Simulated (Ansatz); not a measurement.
TaC (Fm-3m): resistivity and electron-phonon coupling

Consider the following.

```
TaC
1.0
    0.00000     2.16532     2.16532
    2.16532     0.00000     2.16532
    2.16532     2.16532     0.00000
Ta C
1 1
Direct
  0.00000   0.00000   0.00000
  0.50000   0.50000   0.50000
```

All values below come from PBEsol, DFPT electron-phonon coupling, linearised Boltzmann equation (plane waves, PAW, scalar-relativistic; Ansatz, a quantum-chemistry and plane-wave program). Condition of this run: hydrostatic pressure 30 GPa (the target of the relaxation). Cell: relaxed with this functional, without spin-orbit coupling, then loaded as said.

```yaml
resistivity at 300 K: 10.3 μΩ·cm
electron mean free path at 300 K (weighted by the current that each state carries): 6.6 nm
electron-phonon coupling λ: 0.62
transport coupling λ_tr: 0.81
logarithmic_mean_phonon_energy: 28 meV
density of states at the Fermi level: 0.29 states/(eV·spin·cell)
drude_plasma_energy: 8.7 eV
Hall coefficient at 300 K: -9.1 ×10⁻¹¹ m³/C
```

A metal at this level (no band gap). Only scattering by harmonic phonons is included (no impurities, grain boundaries, electron-electron scattering or thermal expansion). Spin-orbit coupling is left out, which matters with elements this heavy. The self-energy correction of the phonons between q points moved λ by 7 %. The squared frequency of the phonon mode least converged on the k mesh is uncertain by 24 %. Halving the electron mesh (32x32x32) moves the resistivity by up to 4 % at 300 K, the mean free path by up to 7 %, the coupling by up to 4 %. Smearing 0.20 eV; phonons on a 6x6x6 q mesh, which this run doesn't test and which matters most at low temperature.
